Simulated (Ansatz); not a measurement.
Input:

```
CELL_PARAMETERS angstrom
      3.77146     0.00000     0.00000
      0.00000     3.77146     0.00000
      0.00000     0.00000    18.22537
ATOMIC_POSITIONS crystal
  Sn 0.50000 0.00000 0.56580
  Sn 0.00000 0.50000 0.43420
  O  0.00000 0.00000 0.50000
  O  0.50000 0.50000 0.50000
```

Calculation: PBE, rigid bands (plane waves, PAW, scalar-relativistic; Ansatz, an electronic-structure program). Condition of this run: biaxial strain -2 %. How the cell was made: cell and atoms relaxed with PBE, then loaded as said.

Task: What conductivity effective mass do dilute electrons have at 300 K?

Result: 1.08 mₑ.

Task: What conductivity effective mass do dilute holes have at 300 K?

Result: 5.0 mₑ.

Task: And the band gap?

Result: 3.06 eV at this level; semilocal functionals usually fall short of the measured gap.

Rigid bands, one relaxation time for all states, no polarons. Spin-orbit coupling is left out; where it splits the top of the valence band it changes the hole mass and lowers the gap by about a third of the splitting.
